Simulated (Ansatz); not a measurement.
The starting structures come from a database of crystals and need not be the phases stable at ambient conditions.

Evanescent states of KRb₂InF₆ (Fm-3m, not sure to be the ambient phase, 10 atoms a cell, 20.1 Å³ an atom, -2 GPa at this level) along the normal of (111)

Computed with PBEsol (plane waves, PAW; Ansatz, a first-principles code).

No gap correction and no spin-orbit coupling; mid-gap values are interpolated between computed energies.

Energies count from the valence-band top; κ is the least over a 6×6 mesh across the current.

```tsv
E (eV)	κ (1/Å)	where
0.12	0.228	off Γ
0.36	0.369	off Γ
0.60	0.431	Γ
0.84	0.455	Γ
1.08	0.472	Γ
1.32	0.484	Γ
1.56	0.491	Γ
1.80	0.494	Γ
2.04	0.494	Γ
2.28	0.491	Γ
2.52	0.484	Γ
2.76	0.475	Γ
3.00	0.464	Γ
3.24	0.449	Γ
3.48	0.431	Γ
3.72	0.409	Γ
3.96	0.383	Γ
4.20	0.353	Γ
4.44	0.315	Γ
4.68	0.267	Γ
4.92	0.202	Γ
5.16	0.087	Γ
```

### Question
How thick must the barrier be to attenuate the transmission by 10^8 when the electrodes' Fermi level lies at 2.52 eV, and what attenuation does that film give at 2.76 eV?

### Answer
d = 8 ln 10 / (2 × 0.484) = 19.0 Å. At 2.76 eV it gives 8 × 0.475/0.484 = 7.9 decades.
